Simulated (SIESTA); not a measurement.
Worked example: self-consistent single point of HfSiO₄ (I4_1/amd, 12 atoms in the cell) in SIESTA.

Method of the run: SIESTA 5.4.2 with GGA PBE, numerical atomic orbitals TZP, PseudoDojo PBE standard norm-conserving potentials (rewritten from UPF to PSML).

```
HfSiO4
1.0
   -3.29538     3.29538     2.99924
    3.29538    -3.29538     2.99924
    3.29538     3.29538    -2.99924
Hf Si O
2 2 8
Direct
  0.00000   0.00000   0.00000
  0.75000   0.25000   0.50000
  0.25000   0.75000   0.50000
  0.50000   0.50000   0.00000
  0.13409   0.31920   0.81489
  0.06920   0.75431   0.68511
  0.50431   0.31920   0.18511
  0.06920   0.38409   0.31489
  0.61591   0.93080   0.68511
  0.68080   0.86591   0.18511
  0.24569   0.93080   0.31489
  0.68080   0.49569   0.81489
```

Reference input (self-consistent single point, DFT, GGA PBE, numerical atomic orbitals TZP, PseudoDojo PBE standard norm-conserving potentials (rewritten from UPF to PSML)): XC.functional = GGA; XC.authors = PBE; potentials = PseudoDojo PBE standard; PAO.BasisSize = TZP; PAO.EnergyShift = 0.01 Ry; MeshCutoff = 300 Ry; kgrid.MonkhorstPack = 5 5 5; OccupationFunction = MP; OccupationMPOrder = 0; ElectronicTemperature = 50 meV; MaxSCFIterations = 150; SCF.Mixer.Method = Broyden. This run's input differs from it in these lines:

```diff
@@ -39,5 +39,5 @@
 %block kgrid.MonkhorstPack
-    5   0   0  0.0
-    0   5   0  0.0
-    0   0   5  0.0
+    3   0   0  0.0
+    0   3   0  0.0
+    0   0   3  0.0
 %endblock kgrid.MonkhorstPack
```

Output, abridged:

```
        iscf     Eharris(eV)        E_KS(eV)     FreeEng(eV)     dDmax    Ef(eV) dHmax(eV)
   scf:    1    -6877.887439    -6902.104157    -6902.104157  1.610577 -3.164429 10.742038
   scf:    2    -6913.659887    -6908.142900    -6908.142900  0.050209 -3.949557  8.639681
   scf:    3    -6918.490205    -6916.431307    -6916.431307  0.203154 -2.671268  0.928473
   scf:    4    -6916.173241    -6916.405855    -6916.405855  0.030955 -6.263658  1.908108
   scf:    5    -6916.549418    -6916.562958    -6916.562958  0.072284 -3.393149  0.500431
   scf:    6    -6916.583153    -6916.573653    -6916.573653  0.004221 -3.336270  0.328719
   scf:    7    -6916.553595    -6916.576300    -6916.576300  0.016291 -3.130233  0.341288
   scf:    8    -6916.584274    -6916.580509    -6916.580509  0.002563 -3.159218  0.245758
   scf:    9    -6916.586515    -6916.584941    -6916.584941  0.006249 -3.235151  0.002998
   scf:   10    -6916.584944    -6916.584943    -6916.584943  0.000087 -3.235184  0.002362
   scf:   11    -6916.584946    -6916.584944    -6916.584944  0.000148 -3.234676  0.001486
   scf:   12    -6916.584946    -6916.584945    -6916.584945  0.000165 -3.234235  0.000610
   scf:   13    -6916.584946    -6916.584945    -6916.584945  0.000052 -3.234147  0.000484
SCF Convergence by DM+H criterion
max |DM_out - DM_in|         :     0.0000515406
max |H_out - H_in|      (eV) :     0.0004835956
SCF cycle converged after 13 iterations

Using DM_out to compute the final energy and forces

siesta: E_KS(eV) =            -6916.5849

siesta: E_KS - E_eggbox =     -6916.5849

siesta: Atomic forces (eV/Ang):
     1   -0.003385    0.003385    0.000000
     2   -0.000857    0.000857   -0.000000
     3    0.000333   -0.000333   -0.000000
     4    0.000110   -0.000110    0.000000
     5   -0.000659   -0.184956   -0.258341
     6    0.186006    0.000054   -0.258743
     7    0.000754    0.185476   -0.260159
     8   -0.185322    0.000247   -0.258799
     9   -0.000247    0.185322    0.258799
    10    0.184956    0.000659    0.258341
    11   -0.000054   -0.186006    0.258743
   [... lines left out ...]
siesta: FreeEng =     -6916.584945
siesta: Cell volume =        130.281276 Ang**3
siesta:          32.48771151         20.86329953  kBar
   [... lines left out ...]
     1     0.909125   11.090875  Hf
     2     0.908925   11.091075  Hf
     3    -0.145055    4.145055  Si
     4    -0.144914    4.144914  Si
     5    -0.191037    6.191037  O
     6    -0.191004    6.191004  O
     7    -0.190966    6.190966  O
     8    -0.191033    6.191033  O
     9    -0.191033    6.191033  O
    10    -0.191037    6.191037  O
    11    -0.191004    6.191004  O
    12    -0.190966    6.190966  O
 Total    -0.000000
```

The run converged in 13 iterations. Against the reference run the free energy hardly moves (within 1 meV/atom), the pressure hardly changes (3.26 to 3.25 GPa), the largest force moves little (0.321 to 0.320 eV/Å) and the gap on the mesh goes from 5.138 to 5.234 eV.

The starting cell comes from a database of computed structures (which also holds hypothetical and non-ambient phases and stackings), without a prior relaxation at this level. Its lattice was rescaled by a random factor within 2.5 % of one. Spin-orbit coupling is off. Values carry the incompleteness of an atom-centred basis. With a pressure of about 3 GPa the cell is away from its equilibrium volume at this level. Another mesh or the band path of this cell gives a smaller gap, so this value is not converged in the mesh.

Cost on one core of a shared machine: roughly 50 s.
